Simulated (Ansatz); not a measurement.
Abridged Ansatz (a first-principles code) output:

```
Relaxation: its limit of steps is 60 (relax.max_steps)
Pseudopotential: Ba, paw, valence charge 10
Pseudopotential: Zr, paw, valence charge 12
Pseudopotential: O, paw, valence charge 6
Crystal: 5 atoms, lattice volume = 70.066 Å³
Basis set: ecut = 420 eV, 1357 PW (Γ), exchange–correlation on 60×60×60 points (8 copies of the dense FFT grid, shifted against one another)
Bands: 25, of which v1, the nominal top of the filled ones, is band 20 counted from 1 (19 counted from 0)
Symmetry: 48 space group operations
k-points: 35 of 512
Functional: x = pbesol(κ = 0.804, μ = 0.12345679012345678), c = pbesol(β = 0.046)
SCF iter   1: F=—  HF=-11682.963932 eV  |F-HF|=—  |Δ(HF+E_count)|=         —  Δρ=1.60e-2  dr2=1.53e-1  ethr=1.77e-3  ⟨swp⟩=7.2  Hψ=4643  notcnv=0
SCF iter   2: F=—  HF=-11682.927658 eV  |F-HF|=—  |Δ(HF+E_count)|=   3.63e-2  Δρ=4.42e-3  dr2=8.53e-3  ethr=3.81e-4  ⟨swp⟩=2.3  Hψ=1741  notcnv=0  defer=33
SCF 1 converged in 6 iterations: F = -11682.925735 eV  dr2 = 3.71e-8
relax step   1: F+E_penalty+E_count = -11682.92573519 eV  Δ(F+E_penalty+E_count) = +0.000e0 eV  max|allowed force component| = 1.767e-29 eV/Å  Δτ_max = 0.0000 Å  P = +7.498 GPa  Ω = 70.066 Å³  (6 SCF iters, dr2 threshold 1.00e-7 eV, accepted)
[... steps on the carried basis left out ...]
relax step   7: F+E_penalty+E_count = -11682.87865136 eV  Δ(F+E_penalty+E_count) = -4.184e-11 eV  max|allowed force component| = 3.450e-29 eV/Å  Δτ_max = 0.0000 Å  P = +9.998 GPa  Ω = 69.198 Å³  stress off target by 1.96e-3 GPa  SCF on the basis re-selected at this cell (its energy is not comparable with the rows above)  (7 SCF iters)
SCF converged after 7 iterations
Free energy (F): -11682.878651 eV
Internal energy: -11682.878651 eV  (E = F + TS)
E sigma→0 (E₀):  -11682.878651 eV
Fermi energy:    12.193670 eV
--- Forces (eV/Å), atoms counted from 1 ---
  atom   1  Ba     0.00000000     0.00000000     0.00000000
  atom   2  Zr    -0.00000000     0.00000000     0.00000000
  atom   3  O      0.00000000     0.00000000     0.00000000
  atom   4  O      0.00000000     0.00000000    -0.00000000
  atom   5  O      0.00000000     0.00000000    -0.00000000
--- Stress (GPa, compression-positive) ---
        9.998035      -0.000000      -0.000000
        0.000000       9.998035       0.000000
       -0.000000       0.000000       9.998035
  P = ⅓ Tr σ = 9.9980 GPa (99.980 kbar)
--- Relaxed structure (5 steps of the walk, 5 accepted, 2 SCFs on fresh bases) ---
  cell:  # Å, volume = 69.1984 Å³
    - [4.105492503228733, 4.824855746095107e-34, 6.520075332560954e-35]
    - [4.824855746095107e-34, 4.105492503228733, -2.5679065925163143e-34]
    - [-3.1095743893752237e-35, -2.8888949165808538e-34, 4.105492503228733]
  atoms:
    - { symbol: Ba, position: [-1.1679165490771923e-35, -1.9465275818220037e-37, -1.9465275817629736e-37] }
    - { symbol: Zr, position: [0.49999999999999994, 0.49999999999999994, 0.49999999999999994] }
    - { symbol: O, position: [0.49999999999999994, -4.379687058958841e-37, 0.49999999999999994] }
    - { symbol: O, position: [9.732637909091375e-37, 0.49999999999999994, 0.49999999999999994] }
    - { symbol: O, position: [0.49999999999999994, 0.49999999999999994, 4.866318954274696e-38] }
```

Task: What was computed, and what are the main results?

Result: BaZrO3, 5 atoms in the cell, with Ansatz PBEsol, no SOC, from a series relaxed to a target (pressure 10 GPa). The last SCF converged to F = -11682.878651 eV, or -2336.5757 eV per atom, at a pressure of 10.00 GPa. The total energy compares only with runs of the same code, potentials and settings.

Load acts through the strain it causes; cell and atoms are relaxed under it. Whether these cells are dynamically stable was not tested. No other phases were tried under pressure. The cell was made from BaZrO3 in the cubic perovskite structure (space group Pm-3m, No. 221) by this change: pressure 10 GPa.

Keys are those of Ansatz 0.2.
